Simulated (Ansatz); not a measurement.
Wurtzite MgS (model structure), treated with r²SCAN (Ansatz, a program for electronic structure, PAW).

Settings: plane-wave cutoff 500 eV, 12×12×6 k mesh (along the axes of the cell as run), gaussian smearing 0.02 eV, scalar-relativistic PAW data made under PBE.

Cell (relaxed at this level):

```cif
data_Mg2S2
_chemical_formula_sum 'Mg2 S2'
_space_group_name_H-M_alt 'P 1'
_space_group_IT_number 1
_cell_length_a 4.02702
_cell_length_b 4.02702
_cell_length_c 6.45992
_cell_angle_alpha 90.000
_cell_angle_beta 90.000
_cell_angle_gamma 120.000
loop_
_space_group_symop_operation_xyz
  'x, y, z'
loop_
_atom_site_label
_atom_site_type_symbol
_atom_site_fract_x
_atom_site_fract_y
_atom_site_fract_z
_atom_site_occupancy
Mg1 Mg 0.33333 0.66667 0.99837 1
Mg2 Mg 0.66667 0.33333 0.49837 1
S1 S 0.33333 0.66667 0.37863 1
S2 S 0.66667 0.33333 0.87863 1
```

Task: What does this level give for the band gap?

Result: 
band gap: 4.15 eV (on the SCF k mesh)

Note: the relaxation could raise the start's symmetry but not lower it, so the cell can be a saddle point.

Computed values are for the static lattice.

The result took very roughly 60 core-seconds.

A model structure was made by putting elements into a prototype or built by hand; it is no filed structure, need not be a known phase, and can be a saddle point held by its symmetry.
